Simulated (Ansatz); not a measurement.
The structure below was relaxed with r2SCAN in Ansatz (plane waves to 500 eV, PAW, no spin-orbit coupling), at pressure 0.3 GPa.

```
TiO2
1.0
    4.59443     0.00000     0.00000
    0.00000     4.59443     0.00000
    0.00000     0.00000     2.95284
Ti O
2 4
Direct
  0.00000   0.00000   0.00000
  0.50000   0.50000   0.50000
  0.30456   0.30456   0.00000
  0.80456   0.19544   0.50000
  0.19544   0.80456   0.50000
  0.69544   0.69544   0.00000
```

### Question
Find the space group and the Wyckoff positions.

### Answer
Space group P4₂/mnm (No. 136); a = 4.594 Å, b = 4.594 Å, c = 2.953 Å, α = 90.00°, β = 90.00°, γ = 90.00°

```csv
atom,site,symmetry,x,y,z
Ti,2a,m.mm,0.0000,0.0000,0.0000
O,4f,m.2m,0.3046,0.3046,0.0000
```

### Question
Describe the coordination.

### Answer
The crystal has 6 atoms in its conventional cell. Cell: a = b = 4.5944 Å, c = 2.9528 Å, α = β = γ = 90.00°. Ti has 6 O at 1.947–1.979 Å (octahedral). O sees 3 Ti at 1.947–1.979 Å (trigonal planar). (Neighbours: up to the widest gap in distance over summed covalent radii, below 1.35, at either atom; cation-cation and far metal-metal contacts left out.)

Load acts through the strain it causes; cell and atoms are relaxed under it. Stability against distortions was not tested. All final runs are without spin polarisation. The cell was made from TiO$_{2}$ in the rutile structure (space group P4_2/mnm, No. 136) by this change: pressure 0.3 GPa.

Ansatz is a first-principles code.
